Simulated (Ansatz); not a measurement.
Si vacancy in 6H silicon carbide (start: the Si(h) site; 144-site cell, 2×2×1 shifted sampling). Method: PBE, PAW (plane waves to 420 eV; Ansatz, a program for electronic structure). Total energies of the localised charge states, counted from that of charge 0, and their image corrections (point charge with alignment); the host's valence-band maximum lies at 9.344 eV on the cells' energy zero and its gap is 2.01 eV.

```
charge  moment (μB)  E − E(first) (eV)  correction (eV)
------  -----------  -----------------  ---------------
0               2.0              0.000            0.000
−1              3.0              9.735            0.304
−2              2.0             20.193            0.899
```

Derive the transition levels above the valence-band maximum and say which of them are thermodynamic.

A level is the Fermi energy at which two charges have equal formation energy: ε(q/q′) = [E(q′) + corr(q′) − E(q) − corr(q)] / (q − q′) − E_VBM.
ε(0/−1) = [(9.735 + 0.304) − (0.000 + 0.000)] / 1 − 9.344 = 0.70 eV
ε(−1/−2) = [(20.193 + 0.899) − (9.735 + 0.304)] / 1 − 9.344 = 1.71 eV
Thermodynamic levels at least 0.1 eV inside the gap: (0/−1) at 0.70 eV; (−1/−2) at 1.71 eV. They hold to tenths of an eV in this cell. Charges with a result: +1, 0, −1, −2, −3. Others weren't obtained, and one of them could lie lower, also by skipping a charge. Charge +1 has its level within 0.1 eV of a band edge or past it. Charge −3 has its level within 0.1 eV of a band edge or past it. Flagged in the runs: a host whose relaxation on this sampling wasn't shown to rest.
